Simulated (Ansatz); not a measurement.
## Ir under a change: isotropic strain +1.50 %

Take Ir in the fcc (Cu type) structure (space group Fm-3m, No. 225; a = 3.872 Å; relaxed with 0.1 eV smearing) as the base.

Now apply this change: the cell is scaled by 1.0150 in all directions; the atoms relax in the strained cell.

Computed with Ansatz (a first-principles code), PBE, PAW, cutoff 420 eV, spin-orbit coupling left out. Γ-centred 29×29×29 mesh, Fermi–Dirac width 0.1 eV.

| quantity | base | changed | shift |
|---|---|---|---|
| shortest interatomic distance | 2.738 Å | 2.779 Å | +0.041 Å |
| energy relative to the base (free energy F) | 0 meV/atom | +30 meV/atom | +30 meV/atom |
| band gap | zero | zero | – |

Final structure:

```yaml
crystal:
  lattice:
    - [0.00000, 1.96482, 1.96482]
    - [1.96482, 0.00000, 1.96482]
    - [1.96482, 1.96482, 0.00000]
  atoms:
    - { symbol: Ir, position: [0.00000, 0.00000, 0.00000] }
```

Stability against distortions was not tested. The final runs are not spin-polarised.
